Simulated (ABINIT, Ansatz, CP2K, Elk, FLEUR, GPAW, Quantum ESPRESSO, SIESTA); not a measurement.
## One structure in several programs: SiO2 (P4_2/mnm, 6 atoms in the cell)

Self-consistent single point.

```
CELL_PARAMETERS angstrom
      4.16205     0.00000     0.00000
      0.00000     4.16205     0.00000
      0.00000     0.00000     2.64824
ATOMIC_POSITIONS crystal
  Si 0.50000 0.50000 0.50000
  Si 0.00000 0.00000 0.00000
  O  0.69316 0.69316 0.00000
  O  0.30684 0.30684 0.00000
  O  0.80684 0.19316 0.50000
  O  0.19316 0.80684 0.50000
```

All programs got the same cell, k-point mesh and kind of occupations (some realise fixed ones as a very narrow smearing) (in Ansatz's words: kpoints.mp_grid.grid = 4 4 6; scf.occupations.method = fixed); potentials, basis and cutoffs are each program's usual ones.

```csv
code,model,pressure (GPa),largest force (eV/Å),gap on the mesh (eV),k-points,cutoff
FLEUR,"PBE, all-electron FLAPW (FLEUR), scalar-relativistic valence",–,0.267,5.969,24,Kmax 4.2 1/bohr
SIESTA,"GGA PBE, numerical atomic orbitals DZP, PseudoDojo PBE standard norm-conserving potentials (rewritten from UPF to PSML)",20.03,0.435,5.876,60,grid 350 Ry
Quantum ESPRESSO,"PBE, PSlibrary PAW (PBE) pseudopotentials",16.67,0.368,5.922,24,55 Ry
Elk,"PBE, all-electron FP-LAPW, Elk's shipped species files, default APW+lo basis",–,–,5.942,24,default
ABINIT,"PBE, PAW (JTH v2.0 PBE PAW)",13.68,0.290,5.888,24,24 Ha
GPAW,"PBE, GPAW PAW datasets PBE (gpaw-data 1.0.1)",–,0.477,5.979,24,900 eV
CP2K,"PBE, GPW, DZVP-MOLOPT-SR-GTH basis, GTH-PBE potentials (GTH_POTENTIALS)",16.99,0.176,5.856,52,grid 450 Ry
Ansatz,"PBE, PAW files",16.15,0.357,5.940,24,default
```

A dash marks a value that a program does not give, or that is left out as unsure.

Gaps are read on the mesh.

The spread over the programs that give each value: pressure within 6.35 GPa; largest force within 0.301 eV/Å; gap on the mesh within 0.123 eV.

The starting cell comes from a database of computed structures (which also holds hypothetical and non-ambient phases and stackings), without a prior relaxation at this level. Its lattice was rescaled by a random factor within 2.5 % of one. On Ansatz's run: In the base run, with a pressure of about 17 GPa the cell is away from its equilibrium volume at this level.

Why do the programs differ, and what cannot be compared?

Differences of this kind can come from the potentials, where these differ, and from what each basis and cutoff leave unconverged. The zero of total energies and Fermi levels follows the potentials and each program's conventions, so they are not compared here. SIESTA and CP2K use small atom-centred bases, whose incompleteness enters pressures, forces and empty levels differently from a plane-wave cutoff. FLEUR and Elk treat all electrons, but the usual bases taken here (sphere radii, linearisation, local orbitals, empty states) were not tested for convergence, so the values are no reference for the others. Ansatz's pressure is given at a fixed set of plane waves, as the other plane-wave codes print theirs; with its correction for the finite basis it is 16.72 GPa (the shift of 0.57 GPa shows how far the cutoff is from converged). The pressure of GPAW is left out: its cutoff lies under the one at which its stress was checked. The programs reduce the same mesh by symmetry to different extents, which changes the work and not the result. In the pressure, SIESTA (by 3.88) and ABINIT (by 2.48) lie more than 1 GPa from the median of the plane-wave programs. In the force vectors, FLEUR (by 0.096), GPAW (by 0.115) and CP2K (by 0.187) lie more than 0.08 eV/Å from the median of the plane-wave programs.

Ansatz is a quantum-chemistry and plane-wave program.

Keys are those of Ansatz 0.2.
